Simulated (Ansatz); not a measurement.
ZnO (P6_3mc), Ansatz (a first-principles code) with PBEsol with spin-orbit coupling, rigid bands: N_v = 7.51e19 cm⁻³ at 300 K and a hole conductivity mass of 1.85 mₑ along x (a = (3.23, 0.00, 0.00) Å; b = (-1.61, 2.80, 0.00) Å; c = (0.00, 0.00, 5.21) Å).

### Question
For 1e16 holes per cm³ at 300 K, place the Fermi level, estimate the Seebeck coefficient of a parabolic band with constant τ, and give mobility and conductivity for τ = 50 fs.

### Answer
The level lies k_BT ln(N_v/p) = 0.231 eV above the valence-band maximum. S ≈ +(k_B/e)[ln(N_v/p) + 5/2] = 984 μV/K, against 1028 μV/K from the full bands (mean over directions). μ = eτ/m = 47.5 cm²/(V·s) and σ = peμ = 0.0762 S/cm. τ is assumed, not computed.

Band transport and this doping are assumed; polarons and phonon drag are left out.
